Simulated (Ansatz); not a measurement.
Where the default PAW files enter, the runs use the earlier of Ansatz's two default sets.

Here is the system:

```
CdS
1.0
    4.25222     0.00000     0.00000
    0.00000     6.91521     0.00000
    2.12611     0.00000     3.68253
Cd S
2 2
Direct
  0.66667   0.49978   0.66667
  0.33333   0.99978   0.33333
  0.66667   0.12322   0.66667
  0.33333   0.62322   0.33333
```

Space group of this cell: P6_3mc, wurtzite. The cell is strained (all lengths scaled by 1.02); by r2SCAN its mean pressure is -3.3 GPa.

Transport runs along the normal of the first two printed cell vectors, the (100) plane of the conventional cell.

The gap is the functional's own, uncorrected, and κ follows it; spin-orbit coupling is left out. Mid-gap values are interpolated between the computed energies.

Task: Estimate the band gap and the smallest decay constant κ at mid-gap that r2SCAN in Ansatz (a quantum-chemistry and plane-wave program) returns for this system.

Result: Gap 1.47 eV on a 8×6×8 mesh; κ = 0.120 1/Å, at the zone centre.
